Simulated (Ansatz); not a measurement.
What In → Cd does to InP

Start from InP in the zinc blende structure (space group F-43m, No. 216; a = 5.9073 Å).

Perturbation: full substitution In → Cd; the structure is relaxed again.

Computed with r2SCAN (Ansatz, an electronic-structure program; PAW; 500 eV plane waves; scalar-relativistic without spin-orbit coupling), earlier PAW set. Settings: 14×14×14 k-points, 0.05 eV Fermi–Dirac smearing, for the changed cell.

The volume per atom shrinks by 0.61 Å³ to 25.16 Å³ and the density increases by 0.03 g/cm³, from 4.70 g/cm³ to 4.73 g/cm³. The lattice parameter a shrinks by 4.66 pm, from 590.7 pm to 586.1 pm and the space group remains F-43m (No. 216). The band gap goes from 1.02 eV to zero.

Final structure:

```xyz
2
Lattice="0.0000 2.9303 2.9303 2.9303 0.0000 2.9303 2.9303 2.9303 0.0000" Properties=species:S:1:pos:R:3 pbc="T T T"
P      4.3955     4.3955     4.3955
Cd     0.0000     0.0000     0.0000
```

Cost of the whole job for the changed cell (relaxation, final SCF and bands): roughly 90 core-seconds.

Stability against distortions was not tested. As relaxed here, CdP is a hypothetical phase, not in the database extracts checked. The final runs are not spin-polarised. An odd electron count without spin: CdP.
